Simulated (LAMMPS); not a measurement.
Consider CdSe (zinc blende), 216 atoms, at 100 K and 0 GPa, heated as the crystal in molecular dynamics.

Method: classical MD, pair style bop, file CdTeSe.bop.table, run in LAMMPS.

```yaml
state_found: crystal; no diffusion seen in 15 ps
density: 5.7337 ± 0.0001 g/cm³
volume_per_atom: 27.7136 ± 0.0006 Å³
enthalpy_per_atom: -2.4972 ± 0.0001 eV
first peak of g(r), Cd-Se: 2.62 Å, height 26.9
coordination number of Cd by Se: 4.00 (counted to 3.54 Å)
coordination number of Se by Cd: 4.00 (counted to 3.54 Å)
most common Se-Cd-Se angle: in the 3° bin centred on 109.5° (mean of all 109°)
most common Cd-Se-Cd angle: in the 3° bin centred on 109.5° (mean of all 109°)
mean_frequency_of_the_velocity_spectrum: 4.5 THz
cost: very roughly 9 core-minutes
```

Potential: file CdTeSe.bop.table of the LAMMPS distribution; its header cites Zhou, Foster, van Swol, Martin, and Wong, J. Phys. Chem., 118, 20661 (2014).

Caution: in nature this polymorph isn't the stable one over the whole range of temperature at this pressure, and short runs keep a crystal in its starting form.

States go by the mean squared displacement: a species diffuses where it passes 1.5 Å², still rises and gives D over 1e-6 cm²/s; a crystal has left its structure where atoms lie 0.35 Å off their sites on average or a cubic box changes its shape by 3 %.

Errors shown are sampling errors alone.
